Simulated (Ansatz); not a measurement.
Ansatz (an electronic-structure program) run on a sheet of CoO (4 atoms in the cell): self-consistent single point.

Method: LDA (PW92), default PAW files made with PBE (plane waves; Ansatz).

The change in words: opposed starting moments (3 -3 0 0 μB). Reference geometry:
```
CoO
1.0
    2.86719     0.00000     0.00000
    0.00000     3.38706     0.00000
    0.00000     0.00000    16.10266
Co O
2 2
Direct
  0.75000   0.87230   0.56529
  0.25000   0.37230   0.43471
  0.25000   0.50230   0.55079
  0.75000   0.00230   0.44921
```
Moments meant for the start (each program seeds them in its own way; μB, in the order of the atoms Co Co O O): 3.0 3.0 0.0 0.0.

Reference input (self-consistent single point, DFT, LDA (PW92), plane waves, default PAW files made with PBE): kpoints.mp_grid.grid = 9 8 1; hamiltonian.xc = lda; hamiltonian.pseudopotentials = {kind: paw} (the program's default PAW files); magnetization.spin_polarized = true; scf.occupations.method = methfessel_paxton; scf.occupations.width = 0.136 eV. This run's input differs from it in these lines:

```diff
@@ -7,3 +7,3 @@
     - { symbol: Co, position: [0.750000, 0.872300, 0.565289], spin: 3.0 }
-    - { symbol: Co, position: [0.250000, 0.372300, 0.434711], spin: 3.0 }
+    - { symbol: Co, position: [0.250000, 0.372300, 0.434711], spin: -3.0 }
     - { symbol: O, position: [0.250000, 0.502300, 0.550792] }
```

Log, with long lists cut:

```
SCF iter   1: F=—  HF=-11232.295627 eV  |F-HF|=—  |Δ(HF+E_count)|=         —  Δρ=4.03e-2 (↑4.03e-2 ↓4.03e-2)  dr2=1.19e1  dr2_m=1.94e-1  M=-0.000 μB ∫|m|=5.639 μB  β_m=0.30  ethr=3.10e-3  ⟨swp⟩=6.9  Hψ=7634  notcnv=0  defer=29
Mixer restart at iter 1: flushing history
all-band conjugate gradients solve this SCF's bands
preconditioner: auto → LDOS
spin=Collinear: LDOS preconditioning applied to the charge; magnetization (m = ρ↑ − ρ↓) channel mixes plain (no charge-response kernel on spin).
   [... lines left out ...]
SCF iter  21: F=-11230.737385 eV  HF=-11230.737385 eV  |F-HF|=1.66e-10  |Δ(HF+E_count)|=  3.64e-10  S|Δr|=    0.00e0  Δρ=3.94e-7 (↑2.10e-7 ↓3.94e-7)  dr2=2.75e-10  dr2_m=6.68e-11  M=0.000 μB ∫|m|=4.398 μB  β_m=1.00  ethr=1.91e-12  ⟨swp⟩=1.0  Hψ=3954 [...]
SCF iter  22: F=-11230.737385 eV  HF=-11230.737385 eV  |F-HF|=2.55e-11  |Δ(HF+E_count)|=  1.64e-11  S|Δr|=    0.00e0  Δρ=1.11e-7 (↑7.70e-8 ↓1.11e-7)  dr2=1.40e-11  dr2_m=9.43e-12  M=-0.000 μB ∫|m|=4.398 μB  ethr=1.00e-12  ⟨swp⟩=1.0  Hψ=3254  notcnv=0
SCF 1 converged in 22 iterations: F = -11230.737385 eV  dr2 = 1.40e-11
Stability not checked (fill_not_monotonic)
an eigenvalue changed by more than its tolerance at an iteration that met the thresholds in force, so the SCF went on 6 times, its first undamped step at …
Magnetization: -0.0000 μB (23.0000 up, 23.0000 down)
Absolute magnetization: 4.4022 μB (∫|ρ↑−ρ↓|, with the PAW one-centre terms)
Spin contamination: 2.1142 ħ² per cell (⟨S²⟩ above its minimum at these occupations)
   [... lines left out ...]
Free energy (F): -11230.737385 eV
Fermi energy:    0.101682 eV
   [... lines left out ...]
  atom   4  O      0.00000000     0.63213386    -0.64687123
--- Stress (GPa, compression-positive) ---
       -6.926630       0.000000       0.000000
        0.000000      -6.811759       0.000003
        0.000000       0.000003      -1.802384
  P = ⅓ Tr σ = -5.1803 GPa (-51.803 kbar)
  The stress holds the Pulay correction. Without it, at fixed plane waves, as pw.x and ABINIT print it: P = -5.4312 GPa
```

The run converged in 22 iterations. 

The starting cell was generated: these elements placed on a structure prototype, without a prior relaxation; it need not be a known phase or ordering of this composition. Its lattice was rescaled in the plane by a random factor within 2.5 % of one. The magnetic order is the one reached from the typed start; others were not searched systematically. Forces in this geometry exceed 1 eV/Å.

These are the values that this program gave, and no reference: magnetic slabs can end in a higher state.

Cost on one core of a shared machine: roughly 40 s.

Keys are those of Ansatz 0.2.
